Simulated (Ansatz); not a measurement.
The parent structure is Ca3SbN in the anti-perovskite structure (space group Pm-3m, No. 221; a = 4.803 Å; a cell from a computed database, its experimental status unchecked).

It is then changed as follows: a negative pressure, −1 GPa.

Levels (all Ansatz, a program for electronic structure, PAW): PBEsol (420 eV, no spin-orbit coupling); PBEsol+SOC (420 eV, spin-orbit coupling included).

The geometry is relaxed with PBEsol.

| Quantity | Result |
|---|---|
| PBEsol width of the top valence band | 2.07 eV |
| PBEsol band gap | 0.36 eV |
| PBEsol electron mass | 0.079, 0.87 mₑ (at Γ) |

Task: How does going to PBEsol+SOC change the width of the top valence band, band gap and electron mass?

Result: The width of the top valence band is nearly the same (2.07 eV against 2.06 eV); the band gap drops by 0.11 eV, from 0.36 eV to 0.25 eV; the electron mass (degenerate bands, along [100]) becomes 0.068, 0.87 mₑ (at Γ) (PBEsol: 0.079, 0.87 mₑ (at Γ)). The threefold valence maximum splits by Δso ≈ 0.32 eV.

Single points use the geometry relaxed with PBEsol. The spin-orbit shifts are approximate. With Sb present, leaving out spin-orbit coupling can change the band edges. Load acts through the strain it causes; cell and atoms are relaxed under it. Effective masses come from finite differences of ±0.01 Å⁻¹. Stability against distortions was not tested. The zero or small gap of Ca3SbN under pressure −1 GPa can change with the level of theory.
